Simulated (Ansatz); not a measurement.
Mo under a change: isotropic strain +0.50 %

Take Mo in the bcc (W type) structure (space group Im-3m, No. 229; a = 3.151 Å; relaxed with 0.1 eV smearing) as the base.

One thing is altered: the cell is scaled by 1.0050 in all directions, atoms relaxed at fixed cell.

Method: r2SCAN (Ansatz, a program for electronic structure), spin-orbit coupling left out. Settings: 29×29×29 k-points, 0.1 eV Fermi–Dirac smearing.

* **Space group**: Im-3m (No. 229) (base Im-3m (No. 229))
* **Shortest interatomic distance**: 2.742 Å (base 2.729 Å)
* **Energy relative to the base (free energy F)**: +2.9 meV/atom
* **Band gap**: zero (base zero)

Final structure:

```
Mo
1.0
   -1.58335     1.58335     1.58335
    1.58335    -1.58335     1.58335
    1.58335     1.58335    -1.58335
Mo
1
Direct
  0.00000   0.00000   0.00000
```

Stability against distortions was not tested. The final runs are not spin-polarised.
